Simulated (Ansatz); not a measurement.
Here is the system:

```xyz
2
Lattice="0.0000 2.7110 2.7466 2.7110 0.0000 2.7466 2.7110 2.7110 0.0000" Properties=species:S:1:pos:R:3 pbc="T T T"
P      4.0665     4.0665     4.1199
Ga     0.0000     0.0000     0.0000
```

No spin polarisation.

Computed with PBEsol (Ansatz, a quantum-chemistry and plane-wave program, PAW, no spin-orbit coupling). k-mesh 11×11×11 (Γ-centred); smearing 0.05 eV (Fermi–Dirac).

Problem. Predict the valence-band top at Γ, band gap, space group and gap character.

Solution. The valence-band top at Γ (three highest levels, from the VBM) is 0.00, 0.00, -0.08 eV and the band gap comes out as 1.40 eV. The space group is I-4m2 (No. 119) and the gap character comes out as indirect, Γ → Γ–X (87 % along).

Load acts through the strain it causes; cell and atoms are relaxed under it. Beyond what the load breaks, stability against distortions was not tested. The cell was made from GaP in the zinc blende structure (space group F-43m, No. 216) by this change: uniaxial stress, 1 GPa tension along z.
